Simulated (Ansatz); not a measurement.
**BN: response to strain**

Take BN in the wurtzite structure (space group P6_3mc, No. 186) as the base.

```
CELL_PARAMETERS angstrom
      2.54100     0.00000     0.00000
     -1.27050     2.20057     0.00000
      0.00000     0.00000     4.20330
ATOMIC_POSITIONS crystal
  B  0.33333 0.66667 0.00027
  B  0.66667 0.33333 0.50027
  N  0.33333 0.66667 0.37473
  N  0.66667 0.33333 0.87473
```

Strains are applied to the cell and any free atomic positions relax.

Computed with Ansatz (a first-principles code), PBEsol, PAW, cutoff 420 eV, spin-orbit coupling left out.

Notes on the quantities. pressure: mean of the normal stresses, compression positive.

```tsv
isotropic strain (%)	pressure (GPa)
0	0.0
0.6	-6.7
1.2	?
1.8	-18.7
2.4	-24.0
3	-29.0
```

Problem. Fit P = P₀ − Bδ + Cδ² with δ = (1 + ε)³ − 1 to the rows shown and predict the withheld row.

Solution. Least squares on the printed values gives P₀ = 0.0 GPa, B = 379 GPa (at held cell shape), C = 724 GPa (largest residual 0.1 GPa); this predicts -12.9 GPa, and the run gives -12.9 GPa, in agreement.

Whether these cells are dynamically stable was not tested.
